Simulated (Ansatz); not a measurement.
An Ansatz (a quantum-chemistry and plane-wave program) input (PBEsol (Ansatz, PAW, without spin-orbit coupling), earlier PAW set):

Ansatz 0.2 input:
```yaml
crystal:
  lattice:
    - [-0.1119308578, 3.0665988427, 3.0665988427]
    - [2.9546679849, 0, 2.9546679849]
    - [3.0665988427, 3.0665988427, -0.1119308578]
  atoms:
    - { symbol: Se, position: [0.25, 0.25, 0.25] }
    - { symbol: Hg, position: [0, 0, 0] }
basis: { ecutwfc: 420, ecutrho_ratio: 4, xc_grid: 2, fft_grid_basis: typed }
kpoints: { mp_grid: { grid: [9, 9, 9] } }
hamiltonian:
  xc: pbesol
  dispersion: none
  pseudopotentials: { azcp: { folder: ./paw }, kind: paw }
scf: { occupations: { method: fermi_dirac, width: 0.05 }, convergence: { dr2_threshold: 0.0000000002 } }
relax: { f_tol: 0.005, max_steps: 50 }
output: { forces: true, stress: true }
checkpoint: { write: state.ck, write_every: 1000 }
```

Which symmetry and how many k-points will the program report, and about how many plane waves at Γ?

Space group Imm2 (ITA 44) with 4 operations, k-points 125 of 729, and 1127 plane waves at Γ.

The cells carry an imposed strain or load. Stability against distortions was not tested. All final runs are without spin polarisation. The cell was made from HgSe in the zinc blende structure (space group F-43m, No. 216) by this change: tensor shear ε_xz = −3.65 %.
